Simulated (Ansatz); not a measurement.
**Mo: response to strain**

Start from Mo in the bcc (W type) structure (space group Im-3m, No. 229; relaxed with 0.1 eV smearing).

```
Mo
1.0
   -1.56498     1.56498     1.56498
    1.56498    -1.56498     1.56498
    1.56498     1.56498    -1.56498
Mo
1
Direct
  0.00000   0.00000   0.00000
```

Cartesian axes are those of the cell as printed.

Strains are applied to the cell and any free atomic positions relax.

Computed with PBEsol/PAW in Ansatz (a first-principles code), no spin-orbit coupling.

Notes on the quantities. energy relative to the base: free energy F; pressure: mean of the normal stresses, compression positive.

| change | energy relative to the base | pressure | shortest interatomic distance |
|---|---|---|---|
| base | 0 meV/atom | 0.0 GPa | 2.711 Å |
| tensor shear ε_xy = +1.43 % | +4.1 meV/atom | 0.2 GPa | 2.685 Å |
| tensor shear ε_xy = +0.57 % | +0.7 meV/atom | 0.0 GPa | 2.700 Å |
| tensor shear ε_xy = +2.00 % | [?] | [?] | [?] |
| tensor shear ε_xy = +0.86 % | +1.5 meV/atom | 0.1 GPa | 2.695 Å |
| tensor shear ε_xy = +0.29 % | +0.2 meV/atom | 0.0 GPa | 2.705 Å |
| tensor shear ε_xy = +1.14 % | +2.6 meV/atom | 0.1 GPa | 2.690 Å |
| tensor shear ε_xy = +1.71 % | +5.9 meV/atom | 0.2 GPa | 2.680 Å |

Problem. What belongs in the blanks?

Solution. 
- tensor shear ε_xy = +2.00 %, energy relative to the base: +8.1 meV/atom
- tensor shear ε_xy = +2.00 %, pressure: 0.3 GPa
- tensor shear ε_xy = +2.00 %, shortest interatomic distance: 2.675 Å

Stability against distortions was not tested. The final runs are not spin-polarised.
